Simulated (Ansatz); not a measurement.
Partial pair distribution functions of a relaxed model of amorphous Si24O48W, broadened by 0.06 Å; density 2.44 g/cm³. Computed with PBE, scalar-relativistic without spin-orbit coupling (plane waves to 420 eV, PAW; Ansatz, a first-principles code). The usual formal charges leave 6 electrons over, so the level spacing at the Fermi energy parts defect or band states and needn't be the band gap. In the spin-polarised cell the level spacing at the Fermi energy can part levels of unlike spin.

It comes from a melt-quench run on a machine-learned potential (CHGNet), relaxed afterwards by DFT. O atoms were pushed apart under 1.9 Å during the dynamics, to hinder bonds among them. The hot cell started wider than the set density and was brought back towards it in steps. It is the lowest in DFT energy of 2 quenches. It is a model cell: composition and starting density were chosen by hand, and all elements were melted together. No dispersion term was used. Its density started from a set value of 2.44 and ended at 2.44 g/cm³. Cooling (nominally 320 K/ps over its main leg) ran many orders faster than in experiment, which tends to leave more defects and strain. Values belong to this one cell and scatter from quench to quench. The volume was held where the preparation left it, at a PBE pressure of 0.5 GPa. Stress components on the final sampling reach 3.3 GPa. Cycles of charging lowered its energy after that relaxation.

```csv
r (Å),g Si-O,g O-W,g Si-Si,g O-O
1.35,0.00,0.00,0.00,0.00
1.45,0.29,0.00,0.00,0.00
1.55,7.67,0.00,0.00,0.00
1.65,15.54,0.00,0.00,0.00
1.75,2.99,0.21,0.00,0.00
1.85,0.13,4.37,0.00,0.00
1.95,0.00,8.19,0.00,0.00
2.05,0.05,1.89,0.00,0.00
2.15,0.10,0.05,0.00,0.00
2.25,0.01,0.00,0.03,0.01
2.35,0.00,0.00,0.32,0.09
2.45,0.00,0.00,0.18,0.48
2.55,0.00,0.00,0.01,3.49
2.65,0.03,0.00,0.03,6.29
2.75,0.07,0.00,0.27,3.81
2.85,0.04,0.00,0.94,1.30
2.95,0.09,0.00,3.10,0.39
3.05,0.18,0.00,4.59,0.24
3.15,0.58,0.00,4.33,0.57
3.25,0.84,0.19,1.28,0.60
3.35,0.80,1.15,0.35,0.67
3.45,0.98,1.27,0.03,0.52
3.55,1.38,0.58,0.00,0.58
3.65,1.51,1.08,0.09,0.50
3.75,1.61,1.86,0.16,0.44
3.85,1.52,0.98,0.54,0.66
3.95,1.56,1.19,0.88,0.59
4.05,1.72,1.96,0.66,0.63
4.15,1.98,2.68,0.51,0.78
4.25,1.72,1.98,0.91,0.64
4.35,1.12,1.69,1.50,0.84
4.45,0.80,1.83,1.17,1.03
4.55,0.71,2.24,0.81,1.09
4.65,0.52,0.79,0.95,1.14
4.75,0.45,0.95,1.18,1.25
4.85,0.58,0.25,0.89,1.40
4.95,0.73,0.02,1.03,1.65
5.05,0.59,0.44,1.31,1.85
5.15,0.66,0.87,0.92,1.53
```

Within 1.92 Å each Si has 3.88 O neighbours on average.
